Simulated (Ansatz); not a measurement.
GaN (model structure, started from the WC type, P-6m2, No. 187, 2 atoms in the cell)

These are PBEsol in Ansatz (PAW) values and carry that method's errors.

Numerical settings: plane-wave cutoff 520 eV, 24×24×20 k mesh (along the axes of the cell as run), Fermi–Dirac smearing 0.05 eV, scalar-relativistic PAW data made under PBE.

Cell (relaxed at this level):

GaN is modelled in the hexagonal space group P-6m2 (No. 187), Pearson symbol hP2. Cell: a = b = 2.940 Å, c = 2.654 Å, α = β = 90.00°, γ = 120.00°. Ga on 1a sees 6 N at 2.155 Å (trigonal prismatic). N on 1f is surrounded by 6 Ga at 2.155 Å (trigonal prismatic). (Neighbours: up to the widest gap in distance over summed covalent radii, below 1.35, at either atom; cation-cation and far metal-metal contacts left out.)

| Property | Result |
|---|---|
| band gap | zero (no gap) |
| bulk modulus B0 | 191 GPa |

Note: the bulk modulus is −V dP/dV from two relaxed cells at ±2 % in volume; the relaxation could raise the start's symmetry but not lower it, so the cell can be a saddle point.

Spin–orbit coupling is not included.

The computed numbers hold no vibrational or temperature effects.

The result took about 2.2 core-minutes (a rough figure).

A model structure was made by putting elements into a prototype or built by hand; it is no filed structure, need not be a known phase, and can be a saddle point held by its symmetry.

Ansatz is an electronic-structure program.
